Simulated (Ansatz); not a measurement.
## CaSnSe$_{3}$ in the cubic perovskite structure (space group Pm-3m, No. 221; a hypothetical phase, not in the database extracts checked)

```
CELL_PARAMETERS angstrom
      5.21174     0.00000     0.00000
      0.00000     5.21174     0.00000
      0.00000     0.00000     5.21174
ATOMIC_POSITIONS crystal
  Ca 0.00000 0.00000 0.00000
  Sn 0.50000 0.50000 0.50000
  Se 0.00000 0.50000 0.50000
  Se 0.50000 0.50000 0.00000
  Se 0.50000 0.00000 0.50000
```

Method: PBEsol in Ansatz (plane waves to 420 eV, PAW, scalar-relativistic without spin-orbit coupling). k-mesh 9×9×9 (Γ-centred); smearing 0.05 eV (Fermi–Dirac).

| Quantity | Result |
|---|---|
| Volume per atom | 28.31 Å³ |
| Density | 4.64 g/cm³ |
| Band gap | zero |
| Total energy | -4803.743 eV/atom (σ→0; compares only within this code and set-up) |

No phonon test of stability was made. The final runs are not spin-polarised. Many cubic perovskites are stable only at high temperature; tilts and polar distortions were not tested.

Ansatz is a quantum-chemistry and plane-wave program.
